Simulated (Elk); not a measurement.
A user runs Elk on Sc3Mo (Fm-3m, 4 atoms in the cell) and asks whether the run is sound. The aim is a self-consistent single point with DFT, PBE, all-electron FP-LAPW, Elk's shipped species files, APW+lo basis with extra local orbitals.

Cell that was meant: a = 5.3165 Å, b = 5.3165 Å, c = 5.3165 Å, α = 60.00°, β = 60.00°, γ = 60.00°.

Part of the input:

```
  20

rgkmax
  3.0

gmaxvr
  14.0
```

Output, abridged:

```
│ Elk code version 10.2.4 │

All units are atomic (Hartree, Bohr, etc.)

│ Ground-state run starting from atomic densities │

   [... lines left out ...]

Conduction state local-orbitals added automatically
Total number of local-orbitals :  317

Exchange-correlation functional :     20     0     0
 Perdew-Burke-Ernzerhof, Phys. Rev. Lett. 77, 3865 (1996)
 gradient requirement :    1
 generalised gradient approximation (GGA)

Smearing type :    3
 Fermi-Dirac
Smearing width :   0.3674930000E-02
Effective electronic temperature (K) :    1160.451112

Mixing type :    3
 Broyden mixing, J. Phys. A: Math. Gen. 17, L317 (1984)

Kohn-Sham potential initialised from atomic data
│ Self-consistent loop started │
│ Loop number : 1 │
 total energy                :     -6317.13342506
│ Loop number : 2 │
 total energy                :     -6318.14053007
RMS change in Kohn-Sham potential (target) :   0.5105022474     (  0.1000000000E-05)
Absolute change in total energy (target)   :    1.007105003     (  0.1000000000E-03)
│ Loop number : 3 │
 total energy                :     -6319.86581571
RMS change in Kohn-Sham potential (target) :   0.4806249782     (  0.1000000000E-05)
Absolute change in total energy (target)   :    1.977061892     (  0.1000000000E-03)
   [... lines left out ...]
Absolute change in total energy (target)   :   0.8632636645E-03 (  0.1000000000E-03)
│ Loop number : 17 │
 total energy                :     -6340.83909894
RMS change in Kohn-Sham potential (target) :   0.7033383960E-06 (  0.1000000000E-05)
Absolute change in total energy (target)   :   0.2386126844E-03 (  0.1000000000E-03)
│ Loop number : 18 │
 total energy                :     -6340.83904644
RMS change in Kohn-Sham potential (target) :   0.2707951053E-06 (  0.1000000000E-05)
Absolute change in total energy (target)   :   0.7149181329E-05 (  0.1000000000E-03)
Convergence targets achieved

│ Loop number : 19 │

Energies :
 Fermi                       :     0.204453791149
 total energy                :     -6340.83906386

Density of states at Fermi energy :    136.6333840
 (states/Hartree/unit cell)

Estimated indirect band gap :   0.3361523988E-02
 from k-point     10 to k-point      6
Estimated direct band gap   :   0.6322931765E-02
 at k-point      6

Charges :
 core                        :    58.00000000
 valence                     :    47.00000000
 interstitial                :    9.268028568
 muffin-tins (core leakage)
  species :    1 (Mo)
   atom    1                 :    39.53459364     (  0.3031359590E-06)
  species :    2 (Sc)
   atom    1                 :    18.71152680     (  0.3478028532E-08)
   atom    2                 :    18.74292550     (  0.3418925587E-08)
   atom    3                 :    18.74292550     (  0.3418925587E-08)
 total in muffin-tins        :    95.73197143
 total calculated charge     :    105.0214634
 total charge                :    105.0000000
 error                       :   0.2146344718E-01

│ Self-consistent loop stopped │
```

Is anything amiss in this input, and did it matter?

The run is not sound. The fault is a basis cutoff that is far too low. With too few augmented plane waves the interstitial functions and their matching at the spheres are poor, and energies and forces go wrong. To fix it, raise the cutoff (radius times largest wave vector) and check its convergence. The run converged in 19 iterations without an error; against the sound input the free energy rises by 10.7 eV/atom.

The sound input it was made from differs as follows (other fixes are possible):
```diff
-  3.0
+  7.5
```

With that input, the run converged in 20 iterations: free energy E − TS -172585.9174 eV; pressure from finite strains at a fixed basis (rough; not comparable with other codes) -14.01 GPa; Fermi level (on the code's own zero) 5.13 eV (DFT, PBE, all-electron FP-LAPW, Elk's shipped species files, APW+lo basis with extra local orbitals).

On the sound input: the starting cell was generated: these elements placed on a structure prototype, without a prior relaxation; it need not be a known phase or ordering of this composition. Spin polarisation is off. Values depend on the basis (sphere radii, cutoffs, local orbitals), which need not be converged. The log's line on a gap gives a spacing of levels on this mesh, which the program prints for metals too.
